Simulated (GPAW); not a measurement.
A self-consistent single point of PdPt₃ (I4mm, 4 atoms in the cell) with GPAW.

Level of theory: PBEsol, GPAW PAW datasets PBEsol (made by gpaw-setup) (plane waves; GPAW).

```
CELL_PARAMETERS angstrom
     -1.97785     1.97785     3.92748
      1.97785    -1.97785     3.92748
      1.97785     1.97785    -3.92748
ATOMIC_POSITIONS crystal
  Pd 0.00636 0.00636 0.00000
  Pt 0.75000 0.25000 0.50000
  Pt 0.25000 0.75000 0.50000
  Pt 0.50000 0.50000 0.00000
```
Moments meant for the start (each program seeds them in its own way; μB, in the order of the atoms Pd Pt Pt Pt): 0.0 1.0 1.0 1.0.

Reference input (self-consistent single point, DFT PBEsol, plane waves, GPAW PAW datasets PBEsol (made by gpaw-setup)): spinpol = true; mode = pw; ecut = 550 eV; xc = PBEsol; kpts = 5 5 5; mesh shift (steps) = 0 0 0; occupations.name = fermi-dirac; occupations.width = 0.1 eV; nbands = -8; convergence.density = 1e-05 e/electron; convergence.energy = 1e-05 eV/electron; symmetry.symmorphic = false. This run's input differs from it in these lines:

```diff
@@ -19,4 +19,4 @@
             xc='PBEsol',
-            kpts=(5, 5, 5),
-            occupations={'name': 'fermi-dirac', 'width': 0.1},
+            kpts={'size': (8, 8, 8), 'gamma': True},
+            occupations={'name': 'methfessel-paxton', 'width': 1.0, 'order': 0},
             nbands=-8,
```

Log, with long lists cut:

```
     iter     time        total  log10-change:  magmom
                         energy   eigst   dens
iter:   1 --:--:--   -32.809480                   +2.9923
iter:   2 --:--:--   -31.992613   -1.22  -1.19    +1.4136
iter:   3 --:--:--   -30.377114   -0.16  -1.21    +0.1522
iter:   4 --:--:--   -26.846818   -1.03  -1.35    +0.0582
iter:   5 --:--:--   -26.913187   -2.17  -1.98    +0.0222
iter:   6 --:--:--   -26.775835   -2.38  -1.95    +0.0027
iter:   7 --:--:--   -26.763660   -3.45  -2.58    -0.0016
iter:   8 --:--:--   -26.761819   -4.49  -2.75    -0.0012
iter:   9 --:--:--   -26.760345   -3.99  -2.85    -0.0006
   [... lines left out ...]
iter:  14 --:--:--   -26.760503c  -5.90  -3.64    +0.0000
iter:  15 --:--:--   -26.760578c  -6.04  -3.75    +0.0000
iter:  16 --:--:--   -26.760818c  -5.90  -3.90    +0.0000
iter:  17 --:--:--   -26.760864c  -6.60  -4.04    -0.0000
iter:  18 --:--:--   -26.760880c  -7.25  -4.17    -0.0000
iter:  19 --:--:--   -26.760868c  -6.90  -4.25    -0.0000
iter:  20 --:--:--   -26.760803c  -7.19  -4.45    -0.0000
iter:  21 --:--:--   -26.760801c  -8.49c -4.82    -0.0000
iter:  22 --:--:--   -26.760790c  -8.45c -4.86    -0.0000
iter:  23 --:--:--   -26.760790c  -9.30c -4.99    -0.0000
iter:  24 --:--:--   -26.760797c  -8.81c -5.12c   -0.0000
Converged after 24 iterations.

Dipole moment: (0.000000, -0.000000, -1.032691) |e|*Ang

Total magnetic moment: (0.000000, 0.000000, -0.000000)
Local magnetic moments:
   0 Pd ( 0.000000,  0.000000,  0.000000)
   1 Pt ( 0.000000,  0.000000, -0.000000)
   2 Pt ( 0.000000,  0.000000, -0.000000)
   3 Pt ( 0.000000,  0.000000, -0.000000)

Energy contributions relative to reference atoms: (reference = -1637867.373189)

Kinetic:        -35.591798
Potential:      +24.075257
External:        +0.000000
XC:             -12.352302
Entropy (-ST):   -2.123234
Local:           -1.830338
SIC:             +0.000000
--------------------------
Free energy:    -27.822414
Extrapolated:   -26.760797

Spin contamination: 0.000000 electrons
Showing only first 2 kpts
                      Up                     Down
   [... lines left out ...]
Fermi level: 11.03439
No gap
   [... lines left out ...]
Energy (eV): -26.760797

Forces in eV/Ang:
  0 Pd    0.00000    0.00000   -0.46126
  1 Pt    0.00000   -0.00000    0.24453
  2 Pt    0.00000   -0.00000    0.24453
  3 Pt    0.00000    0.00000   -0.02752

Stress tensor:
     0.029363     0.000000    -0.000000
     0.000000     0.029363     0.000000
    -0.000000     0.000000     0.024598
Stress (GPa, Voigt): [ 4.7045  4.7045  3.941   0.     -0.      0.    ]
```

The run converged in 24 iterations. GPAW prints stress with tension positive. Against the reference run the free energy falls by 303 meV/atom, the pressure goes from -6.91 to -4.45 GPa and the largest force goes from 0.426 to 0.461 eV/Å.

The starting cell comes from a database of computed structures (which also holds hypothetical and non-ambient phases and stackings), without a prior relaxation at this level. Its lattice was rescaled by up to half a per cent. One atom was moved a little off its site on purpose. The starting moments vanished: the run ended non-magnetic. With a pressure of about -4 GPa the cell is away from its equilibrium volume at this level.

Cost on one core of a shared machine: roughly 6 min.
